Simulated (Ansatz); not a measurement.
# SiC under a change: pressure −2 GPa

The reference is SiC in the wurtzite structure (space group P6_3mc, No. 186; a = 3.076 Å, c = 5.048 Å).

The change: a negative pressure, −2 GPa.

Level of theory: PBEsol/PAW in Ansatz (a program for electronic structure), no spin-orbit coupling. Γ-centred 12×12×7 mesh, Fermi–Dirac width 0.05 eV.

```json
[
 {"quantity": "volume per atom", "base": "10.34 Å³", "changed": "10.43 Å³", "shift": "+0.09 Å³"},
 {"quantity": "density", "base": "3.22 g/cm³", "changed": "3.19 g/cm³", "shift": "-0.03 g/cm³"},
 {"quantity": "lattice parameter a", "base": "3.076 Å", "changed": "3.085 Å", "shift": "+0.009 Å"},
 {"quantity": "c/a ratio", "base": "1.641", "changed": "1.641", "shift": "0.000"},
 {"quantity": "shortest interatomic distance", "base": "1.883 Å", "changed": "1.889 Å", "shift": "+0.006 Å"},
 {"quantity": "enthalpy H = E + PV relative to the base's energy", "base": "–", "changed": "-0.13 eV/atom", "shift": "–"},
 {"quantity": "band gap", "base": "2.12 eV", "changed": "2.14 eV", "shift": "+0.02 eV"},
 {"quantity": "gap character", "base": "indirect, Γ → K", "changed": "indirect, Γ → K", "shift": "–"},
 {"quantity": "smallest direct gap", "base": "3.86 eV", "changed": "3.84 eV", "shift": "-0.02 eV"},
 {"quantity": "width of the top valence band", "base": "3.93 eV", "changed": "3.90 eV", "shift": "-0.025 eV"},
 {"quantity": "electron mass", "base": "0.26 mₑ along c, 0.43 mₑ across (at K)", "changed": "0.26 mₑ along c, 0.43 mₑ across (at K)", "shift": "–"},
 {"quantity": "valence-band top at Γ (three highest levels, from the VBM)", "base": "0.00, 0.00, -0.11 eV", "changed": "0.00, 0.00, -0.11 eV", "shift": "–"}
]
```

Load acts through the strain it causes; cell and atoms are relaxed under it. Masses are band curvatures over ±0.01 Å⁻¹ around the edge. Stability against distortions was not tested.
